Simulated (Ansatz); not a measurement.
The reference is SiC in the zinc blende structure (space group F-43m, No. 216).

```
CELL_PARAMETERS angstrom
      0.00000     2.17816     2.17816
      2.17816     0.00000     2.17816
      2.17816     2.17816     0.00000
ATOMIC_POSITIONS crystal
  C  0.25000 0.25000 0.25000
  Si 0.00000 0.00000 0.00000
```

Method: r2SCAN (Ansatz, a quantum-chemistry and plane-wave program, PAW, no spin-orbit coupling).

Before the change:

The hole mass is 0.35, 0.57, 0.57 mₑ (at Γ) and the width of the top valence band is 4.81 eV. The lattice parameter a is 8.232 bohr.

It is then changed as follows: cell and atoms relaxed at a pressure of 1.5 GPa.

Q: What does the calculation give for the hole mass after the change?

A: The hole mass (degenerate bands, along [100]) changes from 0.35, 0.57, 0.57 mₑ (at Γ) to 0.36, 0.57, 0.57 mₑ (at Γ).

Q: Predict the new width of the top valence band.

A: The width of the top valence band rises by 0.025 eV to 4.84 eV.

Q: Predict the new lattice parameter a.

A: The lattice parameter a decreases by 0.018 bohr, from 8.232 bohr to 8.214 bohr.

The levels and masses belong to the bands next to the band gap. Load acts through the strain it causes; cell and atoms are relaxed under it. Effective masses come from finite differences of ±0.01 Å⁻¹. No phonon test of stability was made.
